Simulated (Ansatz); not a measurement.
An Ansatz (a first-principles code) input (PBE (Ansatz, PAW, no spin-orbit coupling)):

Ansatz 0.2 input:
```yaml
crystal:
  lattice:
    - [3.0168261991, 0, 0]
    - [1.5084130995, 2.6126481272, 0]
    - [0, 0, 3.2324107529]
  atoms:
    - { symbol: Ti, position: [0, 0, 0] }
    - { symbol: B, position: [0.3333333333, 0.3333333333, 0.5] }
    - { symbol: B, position: [0.6666666667, 0.6666666667, 0.5] }
basis: { ecutwfc: 420, ecutrho_ratio: 4, xc_grid: 2, fft_grid_basis: typed }
kpoints: { mp_grid: { grid: [18, 18, 14] } }
hamiltonian:
  xc: pbe
  dispersion: none
  pseudopotentials: { kind: paw }
scf: { occupations: { method: fermi_dirac, width: 0.05 } }
relax: { f_tol: 0.005, max_steps: 50, cell: { stress_tol: 0.01, fix: [a, b, gamma] } }
output: { forces: true, stress: true }
checkpoint: { write: state.ck, write_every: 1000 }
```

Problem. Which symmetry and how many k-points will the program report, and about how many plane waves at Γ?

Solution. Space group P6/mmm (ITA 191) with 24 operations, k-points 296 of 4536, and 503 plane waves at Γ.

Problem. And the final pressure?

Solution. 2.29 GPa (compression positive).

The cells carry an imposed strain or load. Whether these cells are dynamically stable was not tested. All final runs are without spin polarisation. The cell was made from TiB₂ (space group P6/mmm, No. 191) by this change: biaxial strain −0.50 %, plane normal [001], relaxed out of plane.
